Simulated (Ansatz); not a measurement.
System: antifluorite K2Te. Method: PBEsol (PAW; Ansatz, a program for electronic structure).

Settings: plane-wave cutoff 520 eV, 8×8×8 k mesh, Fermi–Dirac smearing 0.01 eV, scalar-relativistic PAW data made under PBE.

Response to compression and expansion:

```json
[
 {"V (Å³/atom)": "41.508", "P (GPa)": "1.01", "direct gap at Γ (eV)": "2.396", "smallest gap on the k mesh (eV)": "2.299"},
 {"V (Å³/atom)": "42.392", "P (GPa)": "0.64", "direct gap at Γ (eV)": "2.338", "smallest gap on the k mesh (eV)": "2.253"},
 {"V (Å³/atom)": "43.275", "P (GPa)": "0.30", "direct gap at Γ (eV)": "2.282", "smallest gap on the k mesh (eV)": "2.208"},
 {"V (Å³/atom)": "44.158", "P (GPa)": "0.00", "direct gap at Γ (eV)": "2.228", "smallest gap on the k mesh (eV)": "2.164"},
 {"V (Å³/atom)": "45.041", "P (GPa)": "-0.27", "direct gap at Γ (eV)": "2.177", "smallest gap on the k mesh (eV)": "2.120"},
 {"V (Å³/atom)": "45.924", "P (GPa)": "-0.51", "direct gap at Γ (eV)": "2.128", "smallest gap on the k mesh (eV)": "2.077"},
 {"V (Å³/atom)": "46.807", "P (GPa)": "-0.73", "direct gap at Γ (eV)": "2.080", "smallest gap on the k mesh (eV)": "2.036"}
]
```

The fundamental gap (2.16 eV at the equilibrium volume, with added k points) lies elsewhere than Γ–Γ.

Note: the relaxation could not lower the start's symmetry, so the cell can be a saddle point above a distorted one.

Spin–orbit coupling is not included; with these elements it can move the gap by several tenths of an eV or more.
